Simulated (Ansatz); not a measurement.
What Li interstitial (started 2.28 Å from the nearest host atom), symmetric start does to PbTe

The parent structure is a 24-atom supercell of PbTe in the rock salt structure (space group Fm-3m, No. 225; a = 6.442 Å) at its relaxed geometry.

Now apply this change: a neutral Li interstitial (started 2.28 Å from the nearest host atom), symmetric start, atoms relaxed at fixed cell.

Level of theory: PBEsol, PAW, 420 eV (Ansatz, a program for electronic structure; no SOC). Γ-centred 3×3×3 mesh, Fermi–Dirac width 0.01 eV.

| quantity | base | changed | shift |
|---|---|---|---|
| pressure | 0.0 GPa | 1.3 GPa | +1.3 GPa |
| gap of the supercell | 0.64 eV | zero | – |
| total moment of the cell | – | 0.0 μB | – |
| largest displacement of a host atom from its site in the perfect cell | – | 0.45 Å | – |
| final site of the added atom | – | 2 Te at 2.51 Å and 2 Pb at 2.73 Å (square planar) | – |

Cost of the whole job for the changed cell (relaxation, final SCF and bands): about 40 core-minutes (a rough figure).

The magnetic state is the one reached from the starting moments; the real material's order can differ, and small cells can't hold many antiferromagnetic ones. The cell is small, so the values are those of an ordered compound at a high defect concentration; dilute-limit values will differ. A case with no gap was solved on a k-mesh chosen for an insulator, which is coarse for it. The defect started on the symmetric site and kept its symmetry, so it may sit on a saddle. With Pb and Te present, leaving out spin-orbit coupling can change the band edges. Starting moments died away, wholly or in part, for Li interstitial (started 2.28 Å from the nearest host atom); another magnetic solution may exist. The defect cell is spin-polarised and ends with 0.0 μB.
